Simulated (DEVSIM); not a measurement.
Structure: Ru/SiO2/n-Si capacitor, at 300 K.

```
layer (left to right)  material  thickness (nm)  Nd (cm⁻³)
---------------------  --------  --------------  ---------
1                          SiO2            2.50          -
2                            Si            1700     1.2e17
```

Metal gate on the left, work function 4.7 eV. Fixed charge at the semiconductor interface 0 cm⁻² (in units of +e); no interface traps.

Constants are typed, rounded textbook-type inputs, not results; the design itself was drawn at random and stands for no fabricated device. Values at 300 K; Nc and Nv go as T^1.5, mobilities as T to minus their exponent, the gap by Varshni's rule with the affinity fixed.

```csv
parameter,SiO2,Si
gap (eV),9,1.124
affinity (eV),0.9,4.05
permittivity,3.9,11.7
Nc (cm⁻³),-,2.86e19
Nv (cm⁻³),-,3.1e19
Varshni α (eV/K),-,0.000473
Varshni β (K),-,636
```

Model (solved in DEVSIM): 1D Poisson equation in equilibrium, Boltzmann statistics, complete ionisation; no quantum confinement or tunnelling. Metal contacts follow the ideal Schottky-Mott rule: no Fermi-level pinning, no interface dipoles.

Base results: minimum of the low-frequency capacitance (μF/cm²) 0.113; threshold voltage (band bending 2φF) (V) -0.46; flat-band voltage (V) 0.51.

### Question
What follows from this one change: temperature 300 → 500 K?

### Answer
minimum of the low-frequency capacitance 0.113 → 0.156 μF/cm²; threshold voltage (band bending 2φF) -0.46 → -0.25 V; flat-band voltage 0.51 → 0.38 V.

### Question
What follows from this one change: gate work function 4.7 → 5 eV?

### Answer
minimum of the low-frequency capacitance little changed (0.113 μF/cm²); threshold voltage (band bending 2φF) -0.46 → -0.16 V; flat-band voltage 0.51 → 0.81 V.

### Question
What follows from this one change: fixed charge 0 → 3.3e+12 cm^-2?

### Answer
minimum of the low-frequency capacitance little changed (0.112 μF/cm²); threshold voltage (band bending 2φF) -0.46 → -0.84 V; flat-band voltage 0.51 → 0.13 V.
